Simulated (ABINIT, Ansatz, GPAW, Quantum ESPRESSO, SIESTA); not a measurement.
**Code comparison for Hg₃Ge (P6_3/mmc, 8 atoms in the cell)**

Self-consistent single point.

```
Hg3Ge
1.0
    6.47046     0.00000     0.00000
   -3.23523     5.60358     0.00000
    0.00000     0.00000     5.24724
Ge Hg
2 6
Direct
  0.66667   0.33333   0.25000
  0.33333   0.66667   0.75000
  0.33728   0.16864   0.75000
  0.66272   0.83136   0.25000
  0.16864   0.33728   0.25000
  0.83136   0.66272   0.75000
  0.83136   0.16864   0.75000
  0.16864   0.83136   0.25000
```

Shared settings, as Ansatz (a program for electronic structure) writes them: kpoints.mp_grid.grid = 2 2 2; scf.occupations.method = gaussian; scf.occupations.width = 0.1 eV. Potentials and cutoffs stand in the table.

```json
[
 {"code": "Quantum ESPRESSO", "model": "LDA (PZ), GBRV 1.5 ultrasoft (LDA) pseudopotentials", "pressure (GPa)": "-5.59", "largest force (eV/Å)": "0.064", "cutoff": "50 Ry"},
 {"code": "ABINIT", "model": "LDA (PW92), PAW (JTH v2.0 LDA PAW)", "pressure (GPa)": "-5.75", "largest force (eV/Å)": "0.062", "cutoff": "21 Ha"},
 {"code": "Ansatz", "model": "LDA (PW92), PAW files made with PBE", "pressure (GPa)": "-5.59", "largest force (eV/Å)": "0.064", "cutoff": "default"},
 {"code": "SIESTA", "model": "LDA PW92, numerical atomic orbitals DZP, PseudoDojo LDA standard norm-conserving potentials (rewritten from UPF to PSML)", "pressure (GPa)": "-13.77", "largest force (eV/Å)": "0.089", "cutoff": "grid 400 Ry"},
 {"code": "GPAW", "model": "LDA (Perdew-Wang 92), GPAW PAW datasets LDA (gpaw-data 1.0.1)", "pressure (GPa)": "-5.35", "largest force (eV/Å)": "0.059", "cutoff": "550 eV"}
]
```

On Ansatz's run: spin-orbit coupling is off.

The spread over the programs that give each value: pressure within 8.42 GPa; largest force within 0.030 eV/Å.

SIESTA uses small atom-centred bases, whose incompleteness enters pressures, forces and empty levels differently from a plane-wave cutoff. Ansatz's pressure is given at a fixed set of plane waves, as the other plane-wave codes print theirs; with its correction for the finite basis it is -5.55 GPa. The same LDA comes in different parametrisations, which differ slightly. In the pressure, SIESTA (by 8.18) lies more than 1 GPa from the median of the plane-wave programs. In the force vectors, SIESTA (by 0.152) lies more than 0.08 eV/Å from the median of the plane-wave programs.

On the base mesh (3 3 4) the same programs gave: Ansatz pressure -6.26 GPa; Quantum ESPRESSO pressure -6.25 GPa; ABINIT pressure -6.42 GPa; GPAW pressure -6.09 GPa; SIESTA pressure -14.47 GPa.

The values differ from the base mesh's, so the mesh still matters here: the table compares the programs at equal settings.

The starting cell comes from a database of computed structures (which also holds hypothetical and non-ambient phases and stackings), without a prior relaxation at this level.

Left out of this page: CP2K (on another mesh); Elk (not drawn, or without a comparable value).

Keys are those of Ansatz 0.2.
